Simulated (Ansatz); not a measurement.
**Ni interstitial in MnP-type NiSi**

The numbers are results of PBE, PAW (plane waves to 420 eV; Ansatz, a quantum-chemistry and plane-wave program), not measurements. Cell and caveats: 96-site cell; 4×4×4 shifted k-points; start: void with 3Ni1Si nearest; no Hubbard U; not converged in cell size; the relaxation kept the symmetry of the starting site; relaxed from one start, so a lower configuration may exist; flagged in the runs: a host that isn't quite at rest in this cell.

Neighbours after relaxation, in Å: of the Ni atom: Si 2.15, Si 2.15, Si 2.15, Si 2.15.

Formation energies E_f are those of the neutral cell. Chemical conditions: Ni-richest allowed (Δμ(Ni) = -0.63 eV, bounded by SiNi2 (Pnma); only phases computed here count, gases as isolated molecules at 0 K); Si-richest allowed (Δμ(Ni) = -0.95 eV, bounded by fluorite-type NiSi2; only phases computed here count, gases as isolated molecules at 0 K). Reference phases: Ni: fcc Ni, ferromagnetic.

The name describes the start; the neighbours show where the atoms ended.

```json
[
 {"charge": "0", "moment (μB)": "not spin-polarised", "largest move off a lattice site (Å)": "0.26", "E_f, Ni-richest allowed (eV)": "1.26", "E_f, Si-richest allowed (eV)": "1.58"}
]
```

Flagged in the runs: a host that isn't quite at rest in this cell.
